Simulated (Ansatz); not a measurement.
**Response to strain in InP**

Start from InP in the wurtzite structure (space group P6_3mc, No. 186; a = 4.149 Å, c = 6.810 Å; a model cell, its experimental status unchecked). Axes: x lies along a and z along c of the hexagonal cell.

Strains are applied to the cell and any free atomic positions relax; under biaxial strain the out-of-plane vector relaxes too.

The values are results of PBEsol, PAW, 420 eV (Ansatz, a quantum-chemistry and plane-wave program; spin-orbit coupling left out), not measurements.

Candidates:
(a) biaxial strain −4.15 %, plane normal [001], relaxed out of plane
(b) uniaxial strain ε_xx = −2.24 %
(c) isotropic strain −1.11 %
(d) tensor shear ε_xy = +2.16 %

Before the change:

The band gap comes out as 0.64 eV.

Problem. Order them by band gap, highest first.

Solution. (c) isotropic strain −1.11 % (0.82 eV), (b) uniaxial strain ε_xx = −2.24 % (0.64 eV), (a) biaxial strain −4.15 %, plane normal [001], relaxed out of plane (0.53 eV), (d) tensor shear ε_xy = +2.16 % (0.51 eV)

Whether these cells are dynamically stable was not tested. This is not the structure that InP has at room temperature and ambient pressure.
